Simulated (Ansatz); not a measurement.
**Cu3N: response to strain**

Take Cu₃N (space group Pm-3m, No. 221; a = 3.721 Å) as the base. Axes: x, y, z lie along the cube axes.

Strains are applied to the cell and any free atomic positions relax.

Calculations: LDA (Ansatz, a program for electronic structure), no SOC.

Notes on the quantities. energy relative to the base: free energy F.

```csv
variant,energy relative to the base,volume per atom
base,0 meV/atom,12.88 Å³
tensor shear ε_xy = +2.00 %,…,12.87 Å³
tensor shear ε_xy = +1.33 %,+0.6 meV/atom,12.88 Å³
tensor shear ε_xy = +1.67 %,+0.9 meV/atom,12.87 Å³
tensor shear ε_xy = +0.67 %,+0.1 meV/atom,12.88 Å³
tensor shear ε_xy = +0.33 %,0.0 meV/atom,12.88 Å³
tensor shear ε_xy = +1.00 %,…,12.88 Å³
```

Problem. Some entries are withheld; estimate them.

Solution. 
- tensor shear ε_xy = +2.00 %, energy relative to the base: +1.3 meV/atom
- tensor shear ε_xy = +1.00 %, energy relative to the base: +0.3 meV/atom

No phonon test of stability was made. The final runs are not spin-polarised.
